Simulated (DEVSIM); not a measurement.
System: abrupt Si p-n junction, at 350 K.

Layer 1 from the left is Si, thickness (μm) 0.390, Na (cm⁻³) 3.2e15, τn (s) 8.8e-7, τp (s) 8.8e-7. Layer 2 from the left is Si, thickness (μm) 14.0, Nd (cm⁻³) 3.9e14, τn (s) 8.8e-7, τp (s) 8.8e-7.

Left contact: ohmic. Right contact: ohmic. Voltage is applied to the left contact. Recombination: SRH at mid-gap. Mobility is μmin + (μ − μmin)/(1 + (N/Nref)^α).

The device is made up for the run: typed textbook-type constants, with dimensions and the other settings drawn at random. Values at 300 K; Nc and Nv go as T^1.5, mobilities as T to minus their exponent, the gap by Varshni's rule with the affinity fixed.

Si: gap (eV) 1.124, affinity (eV) 4.05, permittivity 11.7, Nc (cm⁻³) 2.86e19, Nv (cm⁻³) 3.1e19, μn (cm²/Vs) 1417, μp (cm²/Vs) 470, μn,min 52, μp,min 45, Nref,n 9.7e16, Nref,p 2.2e17, αn 0.68, αp 0.72, T exponent of μn 2.3, T exponent of μp 2.2, Varshni α (eV/K) 0.000473, Varshni β (K) 636.

DEVSIM, 1D drift-diffusion, Boltzmann statistics, complete ionisation; no tunnelling, impact ionisation, image-force lowering or self-heating.

Question: What does the simulation give for the dark forward voltage at 100 A/cm², the dark forward voltage at 1 A/cm², the potential step across the device at zero bias, the largest field in the device at zero bias?

Answer: dark forward voltage at 100 A/cm² 1.064 V; dark forward voltage at 1 A/cm² 0.382 V; potential step across the device at zero bias 0.482 V; largest field in the device at zero bias 6900 V/cm.
